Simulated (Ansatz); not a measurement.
## TiAl3 under a change: Al → Tl

The parent structure is TiAl3 (space group I4/mmm, No. 139; a = 3.816 Å, c = 8.551 Å).

Now apply this change: Tl takes the place of Al on all its sites, then cell and atoms are relaxed.

Method: PBEsol/PAW in Ansatz (a program for electronic structure), scalar-relativistic without spin-orbit coupling. Γ-centred 15×15×15 mesh, Fermi–Dirac width 0.05 eV, for the changed cell.

```json
{
  "volume_per_atom": "22.61 Å³ (base 15.57 Å³)",
  "lattice_parameter_a": "8.079 bohr (base 7.212 bohr)",
  "c/a ratio": "2.315 (base 2.241)",
  "space_group": "I4/mmm (No. 139) (base I4/mmm (No. 139))",
  "shortest_interatomic_distance": "5.713 bohr (base 5.099 bohr)",
  "band_gap": "zero (base zero)"
}
```

Final structure:

```
TiTl3
1.0
   -2.13762     2.13762     4.94805
    2.13762    -2.13762     4.94805
    2.13762     2.13762    -4.94805
Tl Ti
3 1
Direct
  0.50000   0.50000   0.00000
  0.75000   0.25000   0.50000
  0.25000   0.75000   0.50000
  0.00000   0.00000   0.00000
```

Cost of the whole job for the changed cell (relaxation, final SCF and bands): around 9 core-minutes (rough).

Stability against distortions was not tested. As relaxed here, TiTl3 is a hypothetical phase, not in the database extracts checked. All final runs are without spin polarisation. TiTl3 has a high density of states at the Fermi level and may be magnetic at this level.
